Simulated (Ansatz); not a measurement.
Defect: O vacancy in monoclinic HfO2 strained by -1.5 % along x and y, z held, neutral cell. Level of theory: PBE, PAW (plane waves to 420 eV; Ansatz, a quantum-chemistry and plane-wave program).

96-site cell at the strained lattice (strain from the relaxed PBE one, atoms relaxed), the Γ point alone, smearing 0.01 eV, spin-restricted, no finite-size correction. Energies are static. Spin-orbit coupling is left out. The charge state is imposed; whether it is stable for some Fermi level was not computed. Forms of the defect that were not tried may lie lower.

Barriers: single points on a 2×2×2 k-point mesh shifted by half a step at the bands' geometries (they differ from the bands' own by up to 0.14 eV, and are uncertain by about as much).

Relaxed starting cell (atoms counted from 1):

```xyz
95
Lattice="10.1682 0.0000 0.0000 0.0000 10.2677 0.0000 -1.7697 0.0000 10.5531" Properties=species:S:1:pos:R:3 pbc="T T T"
Hf     0.7969     2.3574     3.7445
Hf    -0.1025     2.3403     9.0025
Hf     0.7818     7.4736     3.7286
Hf    -0.1020     7.4792     9.0064
Hf     5.8676     2.3421     3.7323
Hf     4.9794     2.3470     9.0082
Hf     5.8635     7.4742     3.7358
Hf     4.9788     7.4813     9.0104
Hf     3.4168     2.7811     1.5381
Hf     2.5332     2.7867     6.7957
Hf     3.4140     7.9145     1.5317
Hf     2.5260     7.9129     6.8081
Hf     8.5095     2.7816     1.5365
Hf     7.6110     2.7804     6.8090
Hf     8.4981     7.9170     1.5332
Hf     7.6114     7.9124     6.8106
Hf     2.9600     4.8953     4.1674
Hf     2.0932     4.9114     9.4444
Hf     2.9755    10.0451     4.1661
Hf     2.0874    10.0463     9.4454
Hf     8.0550     4.9065     4.1683
Hf     7.1724     4.9133     9.4468
Hf     8.0611    10.0443     4.1710
Hf     7.1736    10.0472     9.4487
Hf     1.2248     0.2188     1.0964
Hf     0.3291     0.2167     6.3697
Hf     1.2241     5.3528     1.0918
Hf     0.3388     5.3434     6.3624
Hf     6.3090     0.2148     1.0927
Hf     5.4223     0.2147     6.3720
Hf     6.3071     5.3481     1.0959
Hf     5.4115     5.3522     6.3657
O     -0.4043     0.8697     4.4683
O     -1.2896     0.8785     9.7502
O     -0.3974     5.9916     4.4629
O     -1.2918     6.0116     9.7485
O      4.6798     0.8698     4.4671
O      3.7979     0.8692     9.7406
O      4.6764     6.0165     4.4839
O      3.7920     6.0098     9.7509
O      4.5975     4.2575     0.7988
O      3.6891     4.2660     6.0707
O      4.6017     9.3883     0.7956
O      3.7024     9.4042     6.0793
O      9.6883     4.2556     0.7928
O      8.8268     4.2223     6.0500
O      9.6842     9.3929     0.7993
O      8.8023     9.3823     6.0720
O      4.1615     3.4348     3.4357
O      3.2745     3.4428     8.7171
O      4.1551     8.5753     3.4372
O      3.2698     8.5710     8.7091
O      9.2536     3.4419     3.4392
O      8.3656     3.4494     8.7014
O      9.2422     8.5664     3.4360
O      8.3579     8.5740     8.7091
O      0.0534     1.7015     1.8294
O     -0.8591     1.6724     7.1172
O      0.0344     6.8209     1.8284
O     -0.8440     6.8191     7.1032
O      5.1240     1.6907     1.8271
O      4.2542     1.7015     7.0977
O      5.1201     6.8201     1.8357
O      4.2333     6.8246     7.1099
O      0.5110     3.8111    10.4247
O      1.4042     8.9425     5.1520
O      0.5106     8.9443    10.4290
O      6.4782     3.8080     5.1582
O      5.5982     3.8093    10.4324
O      6.4803     8.9380     5.1572
O      5.5963     8.9437    10.4310
O      2.8029     1.3206     0.1110
O      1.8836     1.3783     5.3758
O      2.7997     6.4543     0.1082
O      1.9053     6.4330     5.3828
O      7.8863     1.3199     0.1125
O      7.0000     1.3158     5.3868
O      7.8820     6.4533     0.1107
O      7.0099     6.4428     5.3901
O      2.3629     1.2429     2.7512
O      1.4715     1.2350     8.0226
O      2.3540     6.3792     2.7425
O      1.4727     6.3712     8.0261
O      7.4442     1.2409     2.7487
O      6.5606     1.2419     8.0283
O      7.4405     6.3740     2.7489
O      6.5527     6.3772     8.0243
O      1.8310     3.8915     2.5443
O      0.9557     3.8735     7.7453
O      1.8382     9.0204     2.5144
O      0.9516     9.0148     7.7888
O      6.9276     3.8832     2.5194
O      6.0385     3.8883     7.7912
O      6.9220     9.0191     2.5163
O      6.0355     9.0202     7.7949
```

End state 1 differs by these moves (Å; atoms that move under 0.08 Å are left out):

```tsv
atom	element	Δx	Δy	Δz
73	O	-0.46	2.37	-0.21
```

Problem. Give the forward and backward barriers to end state 1 at the level PBE, PAW.

Solution. forward 2.54 eV, backward 2.54 eV; at the saddle point atom 73 has neighbours 2 Hf at 1.97 Å. The saddle point's order was not checked, and it lies on a symmetry element of the cell, where a band can be held.
